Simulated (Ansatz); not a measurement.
Consider BaAg$_{2}$GeS$_{4}$ (space group I-42m, No. 121; a = 6.726 Å, c = 8.050 Å). Axes: x, y, z lie along a, b, c of the conventional cell.

Level of theory: DFT with PBEsol, PAW potentials and a 420 eV plane-wave cutoff in Ansatz (an electronic-structure program), no SOC.

Base values:

- Shortest interatomic distance: 2.224 Å

One thing is altered: compressive biaxial strain of 1.50 % in the plane normal to [001], as in epitaxy on a mismatched substrate; the out-of-plane cell vector and the atoms relax.

Question: How does this affect the energy relative to the base?

Answer: The energy increases by 2.9 meV/atom.

Question: Predict the new shortest interatomic distance.

Answer: The shortest interatomic distance falls by 0.0065 Å, from 2.224 Å to 2.217 Å.

Question: Predict the new ratio −ε⊥/ε∥.

Answer: The ratio −ε⊥/ε∥ amounts to 1.82.

Stability against distortions was not tested.
